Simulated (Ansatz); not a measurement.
Base system: HfO2 in the fluorite structure (space group Fm-3m, No. 225).

```xyz
3
Lattice="0.0000 2.5294 2.5294 2.5294 0.0000 2.5294 2.5294 2.5294 0.0000" Properties=species:S:1:pos:R:3 pbc="T T T"
Hf     0.0000     0.0000     0.0000
O      1.2647     1.2647     1.2647
O      3.7942     3.7942     3.7942
```

Method: r2SCAN, PAW, 500 eV (Ansatz, a first-principles code; without spin-orbit coupling), earlier PAW set.

For the base:

| Item | Result |
|---|---|
| Band gap | 4.30 eV |
| Hole mass | 0.28 mₑ along k, 2.9 mₑ across (at X) |
| Gap character | direct at X |

It is then changed as follows: a hydrostatic pressure of 100 GPa.

### Question
Predict the new band gap.

### Answer
The band gap rises by 0.54 eV to 4.84 eV.

### Question
How does this affect the hole mass?

### Answer
The hole mass becomes 0.27 mₑ along k, 2.4 mₑ across (at X) (base: 0.28 mₑ along k, 2.9 mₑ across (at X)).

### Question
Predict the new gap character.

### Answer
The gap character becomes indirect, X → Γ (base: direct at X).

Spin-orbit coupling, missing from the scalar runs, can matter with Hf. Load acts through the strain it causes; cell and atoms are relaxed under it. Masses are band curvatures over ±0.01 Å⁻¹ around the edge. Along k means along the line from Γ to the band edge. No phonon test of stability was made. Competing high-pressure phases were not computed. This is not the structure that HfO2 has at room temperature and ambient pressure.
